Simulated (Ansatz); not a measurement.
SnGeSiC (model structure, R3m, No. 160, 4 atoms in the cell) was calculated with HSE06+SOC (PAW; Ansatz, a quantum-chemistry and plane-wave program).

Numerical settings: plane-wave cutoff 460 eV, 8×8×8 k mesh, Fermi–Dirac smearing 0.01 eV, PAW data made under PBE.

Cell (relaxed with PBEsol):

Space group R3m, hexagonal axes (No. 160); a = b = 3.725 Å, c = 18.358 Å, α = β = 90.00°, γ = 120.00°

```json
[
 {"atom": "C", "site": "3a", "symmetry": "3m", "x": "0.0000", "y": "0.0000", "z": "0.9916"},
 {"atom": "Si", "site": "3a", "symmetry": "3m", "x": "0.0000", "y": "0.0000", "z": "0.8887"},
 {"atom": "Ge", "site": "3a", "symmetry": "3m", "x": "0.0000", "y": "0.0000", "z": "0.5063"},
 {"atom": "Sn", "site": "3a", "symmetry": "3m", "x": "0.0000", "y": "0.0000", "z": "0.3634"}
]
```
(The calculation used a cell of 4 atoms; values per cell refer to that cell.)

Problem. Predict the band gap and smallest direct gap on the k points sampled.

Solution. 
- band gap = 0.05 eV (on the SCF k mesh) (indirect)
- smallest direct gap on the k points sampled = 0.11 eV

Note: the relaxation could raise the start's symmetry but not lower it, so the cell can be a saddle point; cell and atoms aren't relaxed at this level (largest force component 0.04 eV/Å).

The computed numbers hold no vibrational or temperature effects.

The result took around 40 core-minutes (rough).

A model structure was made by putting elements into a prototype or built by hand; it is no filed structure, need not be a known phase, and can be a saddle point held by its symmetry.
